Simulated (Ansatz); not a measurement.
## Input and output of a self-consistent single point for Cl (Cm, 4 atoms in the cell) (Ansatz)

Computed with PBEsol, default PAW files made with PBE (plane waves; Ansatz, a quantum-chemistry and plane-wave program).

Input:

Ansatz 0.2 input:
```yaml
crystal:
  lattice:
    - [2.24672000, -3.12936000, 0.00000000]
    - [2.24672000, 3.12936000, 0.00000000]
    - [0.00000000, 0.00000000, 8.28478000]
  atoms:
    - { symbol: Cl, position: [0.87700000, 0.87700000, 0.90303500] }
    - { symbol: Cl, position: [0.62300000, 0.62300000, 0.39700000] }
    - { symbol: Cl, position: [0.37700000, 0.37700000, 0.60300000] }
    - { symbol: Cl, position: [0.12300000, 0.12300000, 0.10300000] }
basis:
  ecutwfc: 420.0
kpoints:
  mp_grid: { grid: [7, 7, 3] }
hamiltonian:
  xc: pbesol
  pseudopotentials: { kind: paw }
scf:
  occupations: { method: fermi_dirac, width: 0.01 }
output:
  forces: true
  eigenvalues: true
  stress: true
```

The program printed (abridged):

```
WARN ansatz: RAYON_NUM_THREADS=1 ignored (pool sized by the plan → 1); use --threads N
Pseudopotentials: kind: paw
Pseudopotential: Cl, paw, valence charge 7
Crystal: 4 atoms, lattice volume = 116.497 Å³
Basis set: ecut = 420 eV, 2315 PW (Γ), exchange–correlation on 54×54×120 points (8 copies of the dense FFT grid, shifted against one another)
Bands: 18, of which v1, the nominal top of the filled ones, is band 14 counted from 1 (13 counted from 0)
Symmetry: 2 space group operations
Space group: Cm (ITA 8), of the structure as read, at distance tolerance 4.9e-5 Å
k-points: 44 of 147 (time reversal used)
PAW frozen core: Cl, regenerated for the run's functional, and the local potential with it
Initial density: superposition of atomic densities (neutral atoms: chi_scale 0, normalization atom), corrected by the library's trained network
Initial wavefunctions: pseudopotential atomic-orbital guess
Eigensolver: davidson
Functional: x = pbesol(κ = 0.804, μ = 0.12345679012345678), c = pbesol(β = 0.046)
SCF iter   1: F=—  HF=-4243.137818 eV  |F-HF|=—  |Δ(HF+E_count)|=         —  Δρ=3.39e-3  dr2=1.29e-2  ethr=1.77e-3  ⟨swp⟩=6.5  Hψ=4443  notcnv=0
all-band conjugate gradients solve this SCF's bands
preconditioner: auto → Resta (q_TF=auto, 2.151 Å⁻¹)
SCF iter   2: F=—  HF=-4243.136908 eV  |F-HF|=—  |Δ(HF+E_count)|=   9.10e-4  Δρ=1.69e-3  dr2=2.98e-3  ethr=4.60e-5  ⟨swp⟩=2.0  Hψ=1765  notcnv=0
SCF iter   3: F=—  HF=-4243.136919 eV  |F-HF|=—  |Δ(HF+E_count)|=   1.12e-5  Δρ=2.89e-4  dr2=1.02e-4  ethr=1.06e-5  ⟨swp⟩=2.8  Hψ=1518  notcnv=0
SCF iter   4: F=—  HF=-4243.136973 eV  |F-HF|=—  |Δ(HF+E_count)|=   5.39e-5  Δρ=1.04e-4  dr2=1.23e-5  ethr=3.64e-7  ⟨swp⟩=2.6  Hψ=1250  notcnv=0
SCF iter   5: F=—  HF=-4243.136989 eV  |F-HF|=—  |Δ(HF+E_count)|=   1.63e-5  Δρ=3.69e-5  dr2=2.73e-6  ethr=4.39e-8  ⟨swp⟩=2.0  Hψ=1246  notcnv=0
SCF iter   6: F=—  HF=-4243.136990 eV  |F-HF|=—  |Δ(HF+E_count)|=   1.01e-6  Δρ=1.27e-5  dr2=2.61e-7  ethr=9.74e-9  ⟨swp⟩=2.9  Hψ=1355  notcnv=0
SCF iter   7: F=-4243.136991 eV  HF=-4243.136991 eV  |F-HF|=4.27e-8  |Δ(HF+E_count)|=   2.26e-7  Δρ=3.45e-6  dr2=1.17e-8  ethr=3.57e-10  ⟨swp⟩=5.1  Hψ=3445  notcnv=0
SCF 1 converged in 7 iterations: F = -4243.136991 eV  dr2 = 1.17e-8
SCF converged after 7 iterations
Free energy (F): -4243.136991 eV
Harris-Foulkes:  -4243.136991 eV  (|F-HF|=4.27e-8)
Internal energy: -4243.136991 eV  (E = F + TS)
E sigma→0 (E₀):  -4243.136991 eV
Fermi energy:    1.570993 eV
--- Per-component energies (eV) ---
  E_band       = -150.427857
  E_kinetic    = 636.808852
  E_local      = -1126.229729  (includes V_loc(G=0)·N_el)
  E_nonlocal   = 116.474407
  E_hartree    = 344.665860
  E_xc         = -419.036877
  E_vxc        = -478.876172  (∫ρ·V_xc dr)
  E_paw        = -2565.900072  (= ΣΔE_a)
  E_vpaw       = 12.061948  (= ΣTr[D̂ρ^β])
  E_aug_tail   = 0.000382  (compensation charges beyond the density's cutoff)
  E_ewald      = -1230.233542
  E_core_change = 0.313728  (= ΣΔE_core)
  E_smearing   = -0.000000  (= −TS)
  E_closure    = 0.000000  (closes the sum)
  Σ components = -4243.136991   (vs F -4243.136991, Δ=0.00e0)
--- Forces (eV/Å), atoms counted from 1 ---
  atom   1  Cl    -0.08777550     0.00000000    -0.29273557
  atom   2  Cl    -0.26391393     0.00000000     0.32042936
  atom   3  Cl     0.26483350     0.00000000    -0.31534944
  atom   4  Cl     0.08686419     0.00000000     0.28765589
  max |Σ_I F_I| component: 8.26e-6 eV/Å
--- Stress (GPa, compression-positive) ---
       -0.934542       0.000000       0.929320
        0.000000       0.196337       0.000000
        0.929320       0.000000      -1.398747
  P = ⅓ Tr σ = -0.7123 GPa (-7.123 kbar)
  The stress holds the Pulay correction. Without it, at fixed plane waves, as pw.x and ABINIT print it: P = -0.7146 GPa
--- Band table (eV; the first three rows and the last of 44) ---
  k-point 0: bands = ["-16.3490", "-15.9579", "-12.2251", "-11.6602", "-5.0154", "-4.1142", "-2.3189", "-2.1045", "-1.9030", "-1.7036", "-0.3009", "0.0569", "0.2737", "0.3682", "2.7628", "3.4871", "7.0753", "7.5727"]
  k-point 1: bands = ["-16.3319", "-15.9818", "-12.0884", "-11.8020", "-4.8255", "-4.3686", "-2.2208", "-2.0243", "-1.9028", "-1.7040", "-0.2862", "-0.0955", "0.2970", "0.3443", "2.8498", "3.2746", "7.3902", "7.6801"]
  k-point 2: bands = ["-16.3188", "-15.9361", "-12.1970", "-11.6900", "-5.0041", "-4.1645", "-2.4722", "-2.2773", "-2.0185", "-1.8201", "-0.1767", "0.1104", "0.2301", "0.3194", "2.7784", "3.4565", "7.4647", "7.8397"]
  k-point 43: bands = ["-16.1365", "-15.7875", "-11.9550", "-11.7655", "-4.7195", "-4.4369", "-3.3563", "-3.0580", "-2.5585", "-2.3583", "-0.4692", "-0.2811", "-0.1419", "0.1496", "2.8401", "3.1392", "8.9707", "9.0287"]
```

The run converged in 7 iterations.

The starting cell has typed, rounded lattice constants, without a prior relaxation at this level. Its lattice was rescaled by up to half a per cent. One atom was moved a little off its site on purpose. Ansatz's pressure includes its estimate of the finite-basis (Pulay) stress.
